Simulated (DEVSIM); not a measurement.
Device: Schottky contact on n-type β-Ga2O3, at 400 K.

Layer 1 from the left is β-Ga2O3, thickness (μm) 3.40, Nd (cm⁻³) 2.2e17, τn (s) 3.1e-8, τp (s) 3.1e-8.

Left contact: Schottky, work function 5.45 eV, emission velocity 2.4e6 cm/s. Right contact: ohmic. Voltage is applied to the left contact. Recombination: SRH at mid-gap, radiative. Mobility is μmin + (μ − μmin)/(1 + (N/Nref)^α).

The device is made up for the run: typed textbook-type constants, with dimensions and the other settings drawn at random. Values at 300 K; Nc and Nv go as T^1.5, mobilities as T to minus their exponent, the gap by Varshni's rule with the affinity fixed.

β-Ga2O3: gap (eV) 4.8, affinity (eV) 4, permittivity 10, Nc (cm⁻³) 3.7e18, Nv (cm⁻³) 5e20, μn (cm²/Vs) 160, μp (cm²/Vs) 1, μn,min 20, μp,min 0.1, Nref,n 1e18, Nref,p 1e18, αn 0.8, αp 0.8, T exponent of μn 1.8, T exponent of μp 1.5, B (cm³/s) 1e-12, Varshni α (eV/K) 0.0004, Varshni β (K) 600.

Model (solved in DEVSIM): 1D drift-diffusion, Boltzmann statistics, complete ionisation; no tunnelling, impact ionisation, image-force lowering or self-heating. Metal contacts follow the ideal Schottky-Mott rule: no Fermi-level pinning, no interface dipoles.

Dark forward current:

```tsv
|V| (V)	|J| (A/cm²)
0.05	3.502e-12
0.10	1.841e-11
0.15	8.184e-11
0.20	3.518e-10
0.25	1.501e-9
0.30	6.389e-9
0.35	2.718e-8
0.40	1.156e-7
0.45	4.916e-7
0.50	2.090e-6
0.55	8.880e-6
0.60	3.772e-5
0.65	0.0001601
0.70	0.0006795
0.75	0.002881
0.80	0.01220
0.85	0.05164
0.90	0.2180
0.95	0.9168
1.00	3.814
1.05	15.32
1.10	55.32
1.15	158.7
1.20	342.3
1.25	589.7
1.30	878.6
```

Work out the local ideality factor n = ΔV / (kT/q · ln(J2/J1)) between the rows 0.15 and 0.20 V, 1.25 and 1.30 V.

kT/q = 34.47 mV. From 0.15 to 0.20 V: ln(3.518e-10/8.184e-11) = 1.458, n = 0.99, near the 1 of diffusion or emission over a barrier. From 1.25 to 1.30 V: ln(878.6/589.7) = 0.399, n = 3.64; the layers' resistance at their doping, Σ W/(qμN) = 0.00013 Ω cm², would take 37 mV of this step of 50 mV.

Estimate the current at 0.60 V for emission alone, J0 = q v N_band exp(−φB/kT), and read the barrier back from the simulated current.

φB = 1.450 eV, N_band = 5.70e18 cm⁻³, J0 = 1.18e-12 A/cm²; J = J0 (exp(qV/kT) − 1) = 4.28e-5 A/cm². The simulation gives 3.77e-5 A/cm²; the estimate lies 13 % above. Read backwards, the simulated current gives an apparent barrier of 1.454 eV. The estimate leaves out transport through the depletion region and minority injection.
